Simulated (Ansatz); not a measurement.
System: 1T (CdI2-type) MnBr₂. Method: rVV10 (PAW; Ansatz, a program for electronic structure).

Numerical settings: plane-wave cutoff 520 eV, 12×12×6 k mesh (along the axes of the cell as run), Fermi–Dirac smearing 0.01 eV, spin-polarised with parallel moments, scalar-relativistic PAW data made under PBE.

Properties against volume:

Shape and atoms are relaxed at each volume.

```tsv
V (Å³/atom)	P (GPa)	direct gap at Γ (eV)	smallest gap on the k mesh (eV)	c (Å)
25.817	1.07	1.758	1.240	6.043
26.355	0.47	1.767	1.288	6.114
26.893	-0.01	1.774	1.331	6.186
27.431	-0.42	1.780	1.370	6.262
27.969	-0.74	1.783	1.402	6.347
```

The fundamental gap (1.33 eV at the equilibrium volume, with added k points) lies elsewhere than Γ–Γ.

Note: the magnetic order was assumed, not searched for or taken from measurement; the bulk modulus comes from volumes at which shape and atoms were relaxed.

Spin–orbit coupling is not included.
